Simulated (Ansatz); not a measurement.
System: rock-salt NaH. Method: LC-ωPBE (PAW; Ansatz, an electronic-structure program).

Run with plane-wave cutoff 460 eV, 10×10×10 k mesh, Fermi–Dirac smearing 0.01 eV, scalar-relativistic PAW data made under PBE.

Energies at three volumes about the minimum:

```csv
V (Å³/atom),E − E_lowest (meV/atom)
13.526,0.68
13.823,0.00
14.220,0.62
```

**Question.** Fit a parabola by hand: where is the minimum, what lattice constant follows, and what is the bulk modulus?

**Answer.** Slopes: (0.00 − 0.68)/(13.823 − 13.526) = -2.290 and (0.62 − 0.00)/(14.220 − 13.823) = 1.562 meV/Å³. Curvature E″ = 2 × (1.562 − (-2.290))/(14.220 − 13.526) = 11.101 meV/Å⁶. From the middle of the first interval, the slope vanishes at V0 = 13.6745 − (-2.290)/11.101 = 13.881 Å³/atom. B = V0 E″ = 13.881 × 11.101 meV/Å³ × 0.1602 GPa per meV/Å³ = 24.7 GPa. With 8 atoms in the cube, a = (8 × 13.881)^(1/3) = 4.807 Å. The full Birch–Murnaghan fit to all volumes gives V0 = 13.875 Å³/atom and B0 = 24.7 GPa.

Measured, for comparison: bulk modulus 19.4 ± 2 GPa (room temperature, no zero-point or thermal correction; as tabulated in High-pressure studies of NaH to 54 GPa); lattice constant a 4.872 Å (room temperature, no zero-point or thermal correction, our sources range from 4.872 to 4.880; as tabulated in Thermodynamic Modeling of Hydrogen Storage Capacity in Mg-Na Alloys). Computed (rounded) less measured: bulk modulus +27 % (against room or unstated temperature, where such soft solids are markedly softer).
